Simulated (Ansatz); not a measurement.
Take WSe2 in the 2H-MoS2 type structure (space group P6_3/mmc, No. 194; layered, stacked along the Cartesian z axis) as the base.

```yaml
crystal:
  lattice:
    - [3.27906, 0.00000, 0.00000]
    - [-1.63953, 2.83975, 0.00000]
    - [0.00000, 0.00000, 12.78607]
  atoms:
    - { symbol: W, position: [0.33333, 0.66667, 0.25000] }
    - { symbol: W, position: [0.66667, 0.33333, 0.75000] }
    - { symbol: Se, position: [0.33333, 0.66667, 0.61827] }
    - { symbol: Se, position: [0.66667, 0.33333, 0.11827] }
    - { symbol: Se, position: [0.66667, 0.33333, 0.38173] }
    - { symbol: Se, position: [0.33333, 0.66667, 0.88173] }
```

Cartesian axes are those of the cell as printed.

Method: plane-wave PAW DFT at the PBE-D3(BJ) level (Ansatz, a first-principles code, 420 eV), spin-orbit coupling left out.

Before the change:

The smallest direct gap is 1.57 eV and the valence-band top at Γ is 0.00, -0.96, -1.20 eV. The volume per atom is 19.84 Å³. The gap character is indirect, Γ → K–Γ (47 % along).

Now apply this change: uniaxial stress, 0.5 GPa tension along z, with the cell and atoms free to relax against it.

### Question
Predict the new energy relative to the base.

### Answer
The energy stays essentially unchanged.

### Question
How does this affect the smallest direct gap?

### Answer
The smallest direct gap rises by 0.016 eV (1.57 eV → 1.58 eV).

### Question
Predict the new valence-band top at Γ.

### Answer
The valence-band top at Γ (three highest levels, from the VBM) changes from 0.00, -0.96, -1.20 eV to 0.00, -1.01, -1.17 eV.

### Question
How does this affect the volume per atom?

### Answer
The volume per atom increases by 0.145 Å³ (19.84 Å³ → 19.99 Å³).

### Question
What happens to the gap character?

### Answer
The gap character is still indirect, Γ → K–Γ (47 % along).

Spin-orbit coupling, missing from the scalar runs, can matter with W. Load acts through the strain it causes; cell and atoms are relaxed under it. Stability under load was not tested beyond the relaxation.
